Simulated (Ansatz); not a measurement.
# Au under a change: Tl on a Au site, symmetric start

The parent structure is a 12-atom supercell of Au in the fcc (Cu type) structure (space group Fm-3m, No. 225; a = 4.0834 Å) at its relaxed geometry.

Perturbation: one Au atom is replaced by Tl, atoms relaxed at fixed cell.

The values are results of PBEsol, PAW, 420 eV (Ansatz, an electronic-structure program; spin-orbit coupling left out), not measurements. k-mesh 7×5×7 (Γ-centred); smearing 0.05 eV (Fermi–Dirac).

| quantity | base | changed | shift |
|---|---|---|---|
| pressure | -0.1 GPa | 5.1 GPa | +5.13 GPa |
| energy gained by relaxation | – | 0.04 eV | – |
| mean distance from the defect site to its nearest host atoms | 2.89 Å | 2.91 Å | +0.027 Å |

Final structure:

```
CELL_PARAMETERS angstrom
      0.00000     4.08345     4.08345
      4.08345    -4.08345     4.08345
      4.08345     4.08345     0.00000
ATOMIC_POSITIONS crystal
  Tl 0.00000 0.00000 0.00000
  Au 0.00000 0.00000 0.50000
  Au 0.16851 0.33859 0.16851
  Au 0.16851 0.33859 0.66298
  Au 0.33333 0.67304 0.33333
  Au 0.33702 0.66141 0.83149
  Au 0.50000 0.00000 0.00000
  Au 0.50000 0.00000 0.50000
  Au 0.66298 0.33859 0.16851
  Au 0.66667 0.32696 0.66667
  Au 0.83149 0.66141 0.33702
  Au 0.83149 0.66141 0.83149
```

Cost of the whole job for the changed cell (relaxation, final SCF and bands): roughly 4 core-minutes.

The cell is small, so the values are those of an ordered compound at a high defect concentration; dilute-limit values will differ. The defect started on the symmetric site and kept its symmetry, so it may sit on a saddle. The defect cell is not spin-polarised.
